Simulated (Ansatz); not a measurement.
The parent structure is GaAs in the zinc blende structure (space group F-43m, No. 216).

```xyz
2
Lattice="0.0000 2.8295 2.8295 2.8295 0.0000 2.8295 2.8295 2.8295 0.0000" Properties=species:S:1:pos:R:3 pbc="T T T"
Ga     0.0000     0.0000     0.0000
As     1.4147     1.4147     1.4147
```

Calculations: PBEsol (Ansatz, an electronic-structure program, PAW, spin-orbit coupling left out).

One change was made to it. Results:

```
quantity                              base            after
-----------------------------  -----------  ---------------
band gap                           0.42 eV          0.79 eV
shortest interatomic distance      2.450 Å          2.257 Å
gap character                  direct at Γ  indirect, Γ → X
```

Problem. Name the change that was made.
(A) pressure 2.1 GPa
(B) pressure 30 GPa
(C) pressure 4.5 GPa
(D) pressure 15 GPa

Solution. B, pressure 30 GPa. For comparison, the band gap in the other runs: pressure 15 GPa gives 1.03 eV; pressure 4.5 GPa gives 0.85 eV; pressure 2.1 GPa gives 0.63 eV.

Load acts through the strain it causes; cell and atoms are relaxed under it. No phonon test of stability was made. Measured, GaAs leaves this structure (for a Cmcm phase) near 15 GPa (room temperature; as listed in arXiv:1906.07825).
